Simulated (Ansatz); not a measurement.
K2WO4 (C2/m, No. 12) was calculated with r²SCAN (Ansatz, a program for electronic structure, PAW).

Settings: plane-wave cutoff 500 eV, 8×8×6 k mesh (along the axes of the cell as run), Fermi–Dirac smearing 0.05 eV, no spin polarisation, scalar-relativistic PAW data made under PBE.

Cell (relaxed at this level):

```xyz
14
Lattice="6.1884 -3.0440 0.0033 6.1884 3.0440 0.0033 -3.2722 0.0000 6.7813" Properties=species:S:1:pos:R:3 pbc="T T T"
K      3.5786     0.0000     5.2003
K      5.5261     0.0000     1.5877
K      9.6262     0.0000     1.7205
K     -0.5215     0.0000     5.0675
W      7.6728     0.0000     5.2545
W      1.4319     0.0000     1.5335
O      1.3984     1.5924     6.2770
O      7.7063    -1.5924     0.5110
O      7.7063     1.5924     0.5110
O      1.3984    -1.5924     6.2770
O     -0.1024     0.0000     2.4422
O      9.2071     0.0000     4.3458
O      6.2503     0.0000     4.1771
O      2.8544     0.0000     2.6109
```

**Question.** Predict the band gap.

**Answer.** 
- band gap: 5.24 eV (on the SCF k mesh)

Spin–orbit coupling is not included.

Computed values are for the static lattice.
